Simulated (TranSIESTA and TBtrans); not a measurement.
Run with TranSIESTA and TBtrans (open boundaries, self-consistent; PseudoDojo norm-conserving potentials, scalar-relativistic): PAO.BasisSize DZP, PAO.EnergyShift 0.15 eV, XC.Authors PBE, Mesh.Cutoff 200 Ry, ElectronicTemperature 300 K, TS.Voltage 0.0 eV, TBT.Elecs.Eta 0.001 eV, no spin polarisation.

System: In chain with one S atom inserted. Leads: straight In chain, spacing 3.074 Å. Geometry: 3 atoms about the centre moved by SIESTA (PBE, DZP) to a largest force of 0.03 eV/Å, all others as built, motion along the axis alone.

Give the largest eigenchannel transmissions at the Fermi level (four at most) and the total.

0.53, 0.40, 0.40; total 1.33. The straight chain is held at its spacing; free chains may zigzag or dimerise. No spin-polarised start was tried, so a magnetic state, if there is one, is missed.
